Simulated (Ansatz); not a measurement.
The structure below was relaxed with r2SCAN+rVV10 (Ansatz, a program for electronic structure), no spin-orbit coupling, at pressure 0.7 GPa.

Space group Cmcm (No. 63); a = 4.7130 Å, b = 17.0241 Å, c = 4.4987 Å, α = 90.00°, β = 90.00°, γ = 90.00°

```tsv
atom	site	symmetry	x	y	z
Ca	4c	m2m	0.0000	0.1004	0.7500
Bi	4c	m2m	0.0000	0.5645	0.2500
Bi	4c	m2m	0.0000	0.2569	0.2500
```

**Question.** Write out a cell with all atoms.

**Answer.** 
```
CaBi2
1.0
    4.71300     0.00000     0.00000
    0.00000    17.02411     0.00000
    0.00000     0.00000     4.49873
Ca Bi
4 8
Direct
  0.00000   0.10038   0.75000
  0.50000   0.39962   0.25000
  0.50000   0.60038   0.75000
  0.00000   0.89962   0.25000
  0.00000   0.43546   0.75000
  0.50000   0.06454   0.25000
  0.50000   0.24309   0.75000
  0.00000   0.25691   0.25000
  0.50000   0.93546   0.75000
  0.00000   0.56454   0.25000
  0.00000   0.74309   0.75000
  0.50000   0.75691   0.25000
```
This is the conventional cell.

Load acts through the strain it causes; cell and atoms are relaxed under it. No phonon test of stability was made. The cell was made from CaBi₂ (space group Cmcm, No. 63; a cell from a computed database, its experimental status unchecked) by this change: pressure 0.7 GPa.
